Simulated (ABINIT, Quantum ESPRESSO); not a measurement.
An ABINIT input for a self-consistent single point of GaFe (P-6m2, 2 atoms in the cell) (DFT, LDA (PW92), plane waves, norm-conserving pseudopotentials (PseudoDojo nc-sr-04 LDA standard)):

```
# GaFe, PseudoDojo nc-sr-04 LDA standard
pp_dirpath "./"
pseudos "Ga.upf, Fe.upf"
acell 5.1630918221 5.1630918221 7.5728903616
rprim
         1.0000000000   -0.0000000516    0.0000000000
        -0.4999999553    0.8660254296    0.0000000000
         0.0000000000    0.0000000000    1.0000000000
natom 2
ntypat 2
znucl 31 26
typat 1 2
xcart
         0.0000000000    0.0000000000    2.0037005000
         1.3660953057    0.7887153985    0.0000000000
      Angstrom
ecut 45
ixc 7
nsppol 2
spinat
      0 0 0
      0 0 4
occopt 3
tsmear 0.1 eV
nband 23
kptopt 1
ngkpt 11 11 7
nshiftk 1
shiftk 0 0 0
nstep 60
tolvrs 1.0e-10
prtwf 0
prtden 0
prtvol 1
```

Task: Translate this input to Quantum ESPRESSO.

Result: This is the input that was run; spellings and numerical settings could be chosen otherwise.

```fortran
&CONTROL
   calculation = 'scf',
   prefix = 'run',
   outdir = './tmp/',
   pseudo_dir = './',
   verbosity = 'high',
   tprnfor = .true.,
   tstress = .true.,
/
&SYSTEM
   ibrav = 4,
   celldm(1) = 5.163091822,
   celldm(3) = 1.46673555740,
   nat = 2,
   ntyp = 2,
   ecutwfc = 50,
   ecutrho = 400,
   occupations = 'smearing',
   smearing = 'fermi-dirac',
   degauss = 0.0073499,
   nspin = 2,
   starting_magnetization(2) = 0.250,
/
&ELECTRONS
   conv_thr = 1e-10,
   mixing_beta = 0.3,
/
ATOMIC_SPECIES
Ga    69.7230  ga_lda_v1.4.uspp.F.UPF
Fe    55.8450  fe_lda_v1.5.uspp.F.UPF
ATOMIC_POSITIONS {angstrom}
Ga    0.000000000    0.000000000    2.003700500
Fe    1.366095265    0.788715469    0.000000000
K_POINTS {automatic}
11 11 7  0 0 0
```

Basis settings and potentials, where a program has them, do not carry over. This input uses DFT, LDA (PZ), plane waves, GBRV 1.5 ultrasoft (LDA) pseudopotentials. LDA parametrisations can differ slightly between programs. Both were run: pressure -10.54 GPa in ABINIT and -10.68 in Quantum ESPRESSO; size of the net moment 0.97 μB/atom in ABINIT and 0.96 in Quantum ESPRESSO.

On Quantum ESPRESSO: the starting cell comes from a database of computed structures (which also holds hypothetical and non-ambient phases and stackings), without a prior relaxation at this level. Its lattice was rescaled by a random factor within 2.5 % of one. With one magnetic atom in the cell only a parallel order is possible. With a pressure of about -11 GPa the cell is away from its equilibrium volume at this level.

On ABINIT: the starting cell comes from a database of computed structures (which also holds hypothetical and non-ambient phases and stackings), without a prior relaxation at this level. Its lattice was rescaled by a random factor within 2.5 % of one. With one magnetic atom in the cell only a parallel order is possible. With a pressure of about -11 GPa the cell is away from its equilibrium volume at this level.
